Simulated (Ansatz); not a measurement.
# Pt in the simple cubic structure (space group Pm-3m, No. 221; a hypothetical phase, not in the database extracts checked)

```xyz
1
Lattice="2.5872 0.0000 0.0000 0.0000 2.5872 0.0000 0.0000 0.0000 2.5872" Properties=species:S:1:pos:R:3 pbc="T T T"
Pt     0.0000     0.0000     0.0000
```

The values are results of PBEsol/PAW in Ansatz (an electronic-structure program), scalar-relativistic without spin-orbit coupling, not measurements. k-mesh 18×18×18 (Γ-centred); smearing 0.05 eV (Fermi–Dirac).

The volume per atom is 17.32 Å³ and the density is 18.71 g/cm³. The band gap is zero and the total energy is -12383.283 eV/atom (σ→0; compares only within this code and set-up).

Stability against distortions was not tested. The final runs are not spin-polarised.
